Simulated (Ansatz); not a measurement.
How the band gap of LaBr3 (model structure, from the ReO3 type, Pm-3m, No. 221) moves with the method

No measured value is used here.

| level (code) | value (eV) |
|---|---|
| LDA (Ansatz) | ? |
| PBE (Ansatz) | ? |
| PBEsol (Ansatz) | ? |
| PBEsol+SOC (Ansatz) | 3.39 |
| r²SCAN (Ansatz) | 4.06 |
| r²SCAN+SOC (Ansatz) | 3.94 (indirect) |
| HSE06 (Ansatz) | 4.63 |
| HSE06+SOC (Ansatz) | 4.50 (indirect) |
| r²SCAN0 (Ansatz) | 5.68 |

### Question
What belongs in the gaps?

### Answer

- LDA (Ansatz, an electronic-structure program), value (eV): 3.44
- PBE (Ansatz), value (eV): 3.60
- PBEsol (Ansatz), value (eV): 3.52

Computed values are for a static lattice. Levels without +SOC have no spin–orbit coupling; where heavier elements are present it shifts gaps, mostly down, and can invert bands.  Values are at the PBEsol cell. Cutoffs and k meshes differ between the levels. Ansatz's density-functional and Hartree–Fock values are scalar-relativistic unless marked +SOC, with PAW data made under PBE.

A model structure was made by putting elements into a prototype or built by hand; it is no filed structure, need not be a known phase, and can be a saddle point held by its symmetry.
